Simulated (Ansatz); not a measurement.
Candidates (primitive cells; geometry: cell and atoms relaxed with PBEsol):
A. ZnSe (F-43m), a = b = c = 3.9835 Å, α = β = γ = 60.00°
B. ZnS (F-43m), a = b = c = 3.7877 Å, α = β = γ = 60.00°
C. InP (F-43m), a = b = c = 4.1569 Å, α = β = γ = 60.00°
D. BP (F-43m), a = b = c = 3.196 Å, α = β = γ = 60.00°
E. AlAs (F-43m), a = b = c = 4.0126 Å, α = β = γ = 60.00°

**Question.** Rank these by Seebeck coefficient, n-type 1e19 cm⁻³ (lowest first), as Ansatz (an electronic-structure program) with PBEsol with spin-orbit coupling, rigid bands gives it.

**Answer.** D (-336 μV/K), E (-263 μV/K), B (-104 μV/K), A (-64 μV/K), C (-44 μV/K)

Seebeck coefficients are for the stated density at 300 K, with one relaxation time for all states and whether or not that doping can be reached.
